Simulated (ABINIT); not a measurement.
Equation of state of cubic perovskite BaHfO3 (space group 221): energy against volume (ABINIT, PBE)

```yaml
crystal:
  lattice:
    - [4.09585, 0.00000, 0.00000]
    - [0.00000, 4.09585, 0.00000]
    - [0.00000, 0.00000, 4.09585]
  atoms:
    - { symbol: Ba, position: [0.00000, 0.00000, 0.00000] }
    - { symbol: Hf, position: [0.50000, 0.50000, 0.50000] }
    - { symbol: O, position: [0.50000, 0.00000, 0.50000] }
    - { symbol: O, position: [0.00000, 0.50000, 0.50000] }
    - { symbol: O, position: [0.50000, 0.50000, 0.00000] }
```

Method: PBE, norm-conserving pseudopotentials (PseudoDojo nc-sr-05 PBE standard) (plane waves; ABINIT 10.0.3). Settings: pseudos = [Ba.upf, Hf.upf, O.upf]; ecut = 55 Ha; occopt = 3; tsmear = 0.01 eV; ngkpt = 8 8 8; nshiftk = 1; shiftk = 0 0 0; potentials = PseudoDojo nc-sr-05 PBE standard; nband = 27; kptopt = 1; nstep = 50; tolvrs = 1e-11. The cell above is the first row's. The rows scale it uniformly. In all rows fractional positions and the k mesh are held. E is the free energy at the stated smearing, counted from the lowest row.

| V (Å^3/atom) | E (meV/atom) |
|---|---|
| 13.7424 | ? |
| 14.0412 | 18.82 |
| 14.3399 | 5.94 |
| 14.6387 | 0.00 |
| 14.9374 | 0.28 |
| 15.2362 | 6.14 |
| 15.5349 | 16.99 |
| 15.8337 | 32.31 |
| 16.1324 | 51.65 |

**Question.** Using the third-order Birch-Murnaghan form, a cubic in V^(-2/3), estimate the missing E at V = 13.7424 from the other rows, showing the fit.

**Answer.** With u = V^(-2/3) - 0.164, the rows have u = 0.007816, 0.005422, 0.003108, 0.000873, -0.001290, -0.003382, -0.005409, -0.007373. Least squares gives E = 1.988 - 2465.40·u + 584884·u² + 777106·u³. Residuals (row less fit): 0.000, 0.001, 0.001, -0.002, 0.000, 0.004, -0.002, 0.001; standard error 0.003 (degrees of freedom: 4). Its minimum lies at u = 0.002099, so V0 = (0.166099)^(-3/2) = 14.77. There d²E/du² = 1180000 and d³E/du³ = 4663000, so B0 = (4/9) × 14.77^(-7/3) × 1180000 × 0.160218 = 157 GPa (the last factor turns the table's units into GPa), and B0' = 4 + (2/3) × 0.166099 × (4663000)/1180000 = 4.4. The program's pressures in the fitted runs (not shown) pass through zero at V = 14.77, 0.00 % from this V0. At the withheld row, u = 0.010298, so E = 1.988 - 2465.40 × 0.010298 + 584884 × 0.010298² + 777106 × 0.010298³ = 39.474 meV/atom. The calculation gives 39.45 meV/atom, 0.024 meV/atom below the prediction (under 0.05 % of the range of E in the table). The row lies outside the fitted rows, so this is an extrapolation. From the scatter of the fitted rows alone, a prediction at this place has a standard error of 0.008 meV/atom, so the miss is 2.9 times that.

Carrying the step between the two nearest rows on in a straight line would have given 31.70, off by 7.75; series whose last step already gives the withheld value aren't shown. The scan was laid around a cell of about the measured size, scaled by a guess for this functional. The runs keep the symmetry of the cell, so they don't test it for distortions. Spin-orbit coupling is off. Cutoffs and mesh are single choices, not tested for convergence of this quantity. Series with a scatter that would blur these digits, or in which a gap closes, are not shown. Nor are scans whose minimum lies at an end fitted in this form.
